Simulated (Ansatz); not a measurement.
Start from HgS in the zinc blende structure (space group F-43m, No. 216).

```
HgS
1.0
    0.00000     2.93799     2.93799
    2.93799     0.00000     2.93799
    2.93799     2.93799     0.00000
Hg S
1 1
Direct
  0.00000   0.00000   0.00000
  0.75000   0.75000   0.75000
```

Cartesian axes are those of the cell as printed.

Calculations: DFT with PBEsol, PAW potentials and a 420 eV plane-wave cutoff in Ansatz (an electronic-structure program), without spin-orbit coupling, earlier PAW set.

Before the change:

```
Quantity  Value
--------  -----
Band gap   zero
```

It is then changed as follows: a free-standing slab of 7 layers (14 atoms, 2 a layer) is cut normal to [110], with 15 Å of vacuum and the in-plane cell held at bulk.

Question: What does the calculation give for the gap character after the change?

Answer: The gap character amounts to direct at Γ.

Question: Predict the new band gap.

Answer: The band gap goes from zero to 0.30 eV.

Spin-orbit coupling, missing from the scalar runs, can matter with Hg. No phonon test of stability was made. All final runs are without spin polarisation. The zero or small gap of HgS can change with the level of theory. Labels are those of the standard path for the cell's own space group.
